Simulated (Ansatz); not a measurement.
A user runs Ansatz (an electronic-structure program) on KZnI3 (Pnma, 20 atoms in the cell) and asks whether the run is sound. The aim is a self-consistent single point with DFT, revPBE, plane waves, default PAW files made with PBE.

Cell that was meant: a = 7.8225 Å, b = 11.0375 Å, c = 7.7964 Å, α = 90.00°, β = 90.00°, γ = 90.00°.

Part of the input:

Ansatz 0.2 input:
```yaml
    - { symbol: I, position_ang: [1.65836555, 0.40838783, 5.55881038] }
    - { symbol: I, position_ang: [2.25287395, 10.62912117, 1.66062638] }
    - { symbol: I, position_ang: [6.16411345, 5.92714233, 2.23755762] }
total_charge: 1.0
kpoints:
  mp_grid: { grid: [2, 1, 2] }
hamiltonian:
```

The program printed (abridged):

```
WARN basis.ecutwfc = 420 eV, the default
WARN ansatz: RAYON_NUM_THREADS=1 ignored (pool sized by the plan → 1); use --threads N
   [... lines left out ...]
Initial density: superposition of atomic densities (neutral atoms scaled as one to the charged cell's electrons …
Initial wavefunctions: pseudopotential atomic-orbital guess
Eigensolver: davidson
Functional: x = revpbe(κ = 1.245, μ = 0.2195149727645171), c = pbe(β = 0.06672455060314922)
SCF iter   1: F=—  HF=-109709.057027 eV  |F-HF|=—  |Δ(HF+E_count)|=         —  Δρ=1.13e-2  dr2=7.32e-1  ethr=1.77e-3  ⟨swp⟩=8.0  Hψ=3067  notcnv=0  defer=45
all-band conjugate gradients solve this SCF's bands
preconditioner: auto → LDOS
SCF iter   2: F=—  HF=-109708.907959 eV  |F-HF|=—  |Δ(HF+E_count)|=   1.49e-1  Δρ=9.12e-3  dr2=3.12e-1  ethr=2.55e-4  ⟨swp⟩=3.0  Hψ=1414  notcnv=0  defer=95
   [... lines left out ...]
SCF iter   9: F=—  HF=-109708.742520 eV  |F-HF|=—  |Δ(HF+E_count)|=   8.83e-5  Δρ=1.27e-5  dr2=1.68e-6  ethr=1.16e-8  ⟨swp⟩=2.0  Hψ=1141  notcnv=0  defer=95
SCF iter  10: F=—  HF=-109708.742521 eV  |F-HF|=—  |Δ(HF+E_count)|=   9.93e-7  Δρ=4.11e-6  dr2=1.08e-7  ethr=5.86e-10  ⟨swp⟩=2.0  Hψ=917  notcnv=0  defer=95
SCF iter  11: F=-109708.742521 eV  HF=-109708.742521 eV  |F-HF|=9.60e-10  |Δ(HF+E_count)|=   1.18e-7  Δρ=1.49e-6  dr2=1.52e-8  ethr=3.48e-11  ⟨swp⟩=15.8  Hψ=4253  notcnv=0
SCF 1 converged in 11 iterations: F = -109708.742521 eV  dr2 = 1.52e-8
Free energy (F): -109708.742521 eV
Internal energy: -109708.711723 eV  (E = F + TS)
E sigma→0 (E₀):  -109708.727122 eV
Entropy (-TS):   -0.030798 eV (-1.540 meV/atom)
Fermi energy:    5.470082 eV
--- Forces (eV/Å), atoms counted from 1 ---
  atom   1  K     -0.24015836    -0.00000000     0.16074837
  atom   2  K     -0.24015836    -0.00000000    -0.16074837
  atom   3  K      0.24015836    -0.00000000    -0.16074837
  atom   4  K      0.24015836    -0.00000000     0.16074837
  atom   5  Zn    -0.00000000     0.00000000     0.00000000
  atom   6  Zn    -0.00000000    -0.00000000     0.00000000
  atom   7  Zn     0.00000000     0.00000000     0.00000000
   [... lines left out ...]
  atom  20  I     -0.12656783    -0.15713247     0.07171385
--- Stress (GPa, compression-positive) ---
        3.732023      -0.000000       0.000000
       -0.000000       3.663548       0.000000
        0.000000       0.000000       4.151577
  P = ⅓ Tr σ = 3.8490 GPa (38.490 kbar)
  The stress holds the Pulay correction. Without it, at fixed plane waves, as pw.x and ABINIT print it: P = 3.8225 GPa
```

**Question.** Is anything amiss in this input, and did it matter?

**Answer.** The run is not sound. The fault is an unintended net charge. A charged periodic cell changes the electron count and is neutralised by a uniform background, so energy, forces and pressure belong to another system. To fix it, remove the charge. The run converged in 11 iterations without an error; against the sound input the pressure moves little (3.90 to 3.85 GPa), the largest force goes from 0.317 to 0.289 eV/Å and no clean gap remains on the mesh (levels overlap or are partly filled), against 0.97 eV before.

The sound input it was made from differs as follows (other fixes are possible):
```diff
-total_charge: 1.0
```

With that input, the run converged in 8 iterations: free energy E − TS (on the zero of these files) -109703.2229 eV; top of the valence band (on the code's own zero) 5.53 eV; gap on the k-point mesh 0.97 eV; pressure 3.90 GPa; largest force (vector length) 0.317 eV/Å (DFT, revPBE, plane waves, default PAW files made with PBE).

On the sound input: the starting cell was generated: these elements placed on a structure prototype, without a prior relaxation; it need not be a known phase or ordering of this composition. Its lattice was rescaled by a random factor within 2.5 % of one. Spin-orbit coupling is off. With a pressure of about 4 GPa the cell is away from its equilibrium volume at this level. Ansatz's pressure includes its estimate of the finite-basis (Pulay) stress.
